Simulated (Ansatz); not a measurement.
# Ansatz run on HfGeTe (P4/nmm, 6 atoms in the cell): self-consistent single point

Level of theory: LDA (PW92), default PAW files made with PBE (plane waves; Ansatz, a program for electronic structure).

Input:

Ansatz 0.2 input:
```yaml
# HfGeTe
crystal:
  lattice:
    - [3.74424900, 0.00000000, 0.00000000]
    - [0.00000000, 3.74424900, 0.00000000]
    - [0.00000000, 0.00000000, 10.17541500]
  atoms:
    - { symbol: Hf, position: [0.00000000, 0.50000000, 0.79159000] }
    - { symbol: Hf, position: [0.50000000, 0.00000000, 0.20841000] }
    - { symbol: Ge, position: [0.00000000, 0.00000000, 0.00000000] }
    - { symbol: Ge, position: [0.50000000, 0.50000000, 0.00000000] }
    - { symbol: Te, position: [0.50000000, 0.00000000, 0.66020000] }
    - { symbol: Te, position: [0.00000000, 0.50000000, 0.33980000] }
basis:
  ecutwfc: 420.0 eV
kpoints:
  mp_grid:
    grid: [8, 8, 3]
hamiltonian:
  xc: lda
  pseudopotentials:
    kind: paw
scf:
  occupations:
    method: gaussian
    width: 0.1 eV
output:
  forces: true
  eigenvalues: true
  stress: true
```

Output (repeated stretches shortened):

```
WARN ansatz: RAYON_NUM_THREADS=1 ignored (pool sized by the plan → 1); use --threads N
Pseudopotentials: kind: paw
Pseudopotential: Hf, paw, valence charge 26
Pseudopotential: Ge, paw, valence charge 14
Pseudopotential: Te, paw, valence charge 16
Crystal: 6 atoms, lattice volume = 142.653 Å³
Basis set: ecut = 420 eV, 2755 PW (Γ)
Bands: 68, of which v1, the nominal top of the filled ones, is band 56 counted from 1 (55 counted from 0)
Symmetry: 16 space group operations
Space group: P4/nmm (ITA 129), of the structure as read, at distance tolerance 5.2e-5 Å
k-points: 30 of 192
PAW frozen core: Hf, regenerated for the run's functional, and the local potential with it
PAW frozen core: Ge, regenerated for the run's functional, and the local potential with it
PAW frozen core: Te, regenerated for the run's functional, and the local potential with it
Initial density: superposition of atomic densities (neutral atoms: chi_scale 0, normalization atom), corrected by the library's trained network
Initial wavefunctions: pseudopotential atomic-orbital guess
Eigensolver: davidson
Functional: x = slater, c = lda
SCF iter   1: F=—  HF=-53043.797317 eV  |F-HF|=—  |Δ(HF+E_count)|=         —  Δρ=5.45e-3  dr2=2.19e-2  ethr=1.77e-3  ⟨swp⟩=5.9  Hψ=6877  notcnv=0  defer=1
all-band conjugate gradients solve this SCF's bands
preconditioner: auto → LDOS
SCF iter   2: F=—  HF=-53043.794902 eV  |F-HF|=—  |Δ(HF+E_count)|=   2.41e-3  Δρ=1.48e-3  dr2=2.65e-3  ethr=1.96e-5  ⟨swp⟩=2.0  Hψ=4003  notcnv=0  defer=4
SCF iter   3: F=—  HF=-53043.793341 eV  |F-HF|=—  |Δ(HF+E_count)|=   1.56e-3  Δρ=8.93e-4  dr2=1.52e-3  ethr=2.37e-6  ⟨swp⟩=2.0  Hψ=3593  notcnv=0  defer=4
SCF iter   4: F=—  HF=-53043.792352 eV  |F-HF|=—  |Δ(HF+E_count)|=   9.89e-4  Δρ=3.16e-4  dr2=1.68e-4  ethr=1.35e-6  ⟨swp⟩=2.0  Hψ=3592  notcnv=0  defer=4
SCF iter   5: F=—  HF=-53043.792240 eV  |F-HF|=—  |Δ(HF+E_count)|=   1.12e-4  Δρ=7.19e-5  dr2=7.78e-6  ethr=1.50e-7  ⟨swp⟩=2.0  Hψ=3052  notcnv=0  defer=4
SCF iter   6: F=—  HF=-53043.792236 eV  |F-HF|=—  |Δ(HF+E_count)|=   4.06e-6  Δρ=1.90e-5  dr2=4.46e-7  ethr=6.95e-9  ⟨swp⟩=2.0  Hψ=3592  notcnv=0  defer=4
SCF iter   7: F=-53043.792236 eV  HF=-53043.792236 eV  |F-HF|=2.68e-9  |Δ(HF+E_count)|=   3.78e-8  Δρ=3.55e-6  dr2=1.33e-8  ethr=8.93e-11  ⟨swp⟩=9.0  Hψ=8658  notcnv=0
SCF 1 converged in 7 iterations: F = -53043.792236 eV  dr2 = 1.33e-8
SCF converged after 7 iterations
Free energy (F): -53043.792236 eV
Harris-Foulkes:  -53043.792236 eV  (|F-HF|=2.68e-9)
Internal energy: -53043.783369 eV  (E = F + TS)
E sigma→0 (E₀):  -53043.787802 eV
Entropy (-TS):   -0.008868 eV (-1.478 meV/atom)
Fermi energy:    13.156985 eV
--- Per-component energies (eV) ---
  E_band       = -856.966345
  E_kinetic    = 1434.721540
  E_local      = -21813.378016  (includes V_loc(G=0)·N_el)
  E_nonlocal   = -2232.817169
  E_hartree    = 10595.864872
  E_xc         = -994.031853
  E_vxc        = -874.549406  (∫ρ·V_xc dr)
  E_paw        = -26271.350218  (= ΣΔE_a)
  E_vpaw       = 1437.326283  (= ΣTr[D̂ρ^β])
  E_aug_tail   = 0.000162  (compensation charges beyond the density's cutoff)
  E_ewald      = -13772.881148
  E_core_change = 10.088460  (= ΣΔE_core)
  E_smearing   = -0.008868  (= −TS)
  E_closure    = 0.000000  (closes the sum)
  Σ components = -53043.792236   (vs F -53043.792236, Δ=0.00e0)
--- Forces (eV/Å), atoms counted from 1 ---
  atom   1  Hf     0.00000000     0.00000000    -0.03298327
  atom   2  Hf     0.00000000     0.00000000     0.03298327
  atom   3  Ge     0.00000000     0.00000000     0.00000000
  atom   4  Ge     0.00000000     0.00000000    -0.00000000
  atom   5  Te     0.00000000     0.00000000     0.33868062
  atom   6  Te     0.00000000     0.00000000    -0.33868062
  max |Σ_I F_I| component: 5.55e-17 eV/Å
--- Stress (GPa, compression-positive) ---
       -5.617147       0.000000       0.000000
        0.000000      -5.617147       0.000000
        0.000000       0.000000      -4.431044
  P = ⅓ Tr σ = -5.2218 GPa (-52.218 kbar)
  The stress holds the Pulay correction. Without it, at fixed plane waves, as pw.x and ABINIT print it: P = -5.2561 GPa
--- Band table (eV; the first three rows and the last of 30) ---
  k-point 0: bands = ["-49.3828", "-49.3827", "-23.4411", "-23.4408", "-23.4346", "-23.4343", "-23.4118", "-23.4118", "-23.4107", "-23.4107", "-23.4041", "-23.4041", "-18.0890", "-18.0821", "-17.9867", "-17.9867", "-17.9863", "-17.9863", "-11.4270", [...]
  k-point 1: bands = ["-49.3828", "-49.3827", "-23.4410", "-23.4408", "-23.4346", "-23.4343", "-23.4118", "-23.4118", "-23.4108", "-23.4108", "-23.4041", "-23.4041", "-18.0890", "-18.0822", "-17.9867", "-17.9867", "-17.9863", "-17.9863", "-11.4270", [...]
  k-point 2: bands = ["-49.3825", "-49.3824", "-23.4417", "-23.4415", "-23.4335", "-23.4332", "-23.4120", "-23.4116", "-23.4110", "-23.4106", "-23.4036", "-23.4036", "-18.0873", "-18.0810", "-17.9999", "-17.9995", "-17.9852", "-17.9848", "-11.4132", [...]
  k-point 29: bands = ["-49.3789", "-49.3789", "-23.4475", "-23.4475", "-23.4190", "-23.4190", "-23.4151", "-23.4151", "-23.4136", "-23.4136", "-23.3980", "-23.3980", "-18.0633", "-18.0633", "-18.0611", "-18.0611", "-18.0584", "-18.0584", [...]
```

The run converged in 7 iterations.

The starting cell comes from a database of computed structures (which also holds hypothetical and non-ambient phases and stackings), without a prior relaxation at this level. Its lattice was rescaled by up to half a per cent. Spin-orbit coupling is off. With a pressure of about -5 GPa the cell is away from its equilibrium volume at this level. Ansatz's pressure includes its estimate of the finite-basis (Pulay) stress.
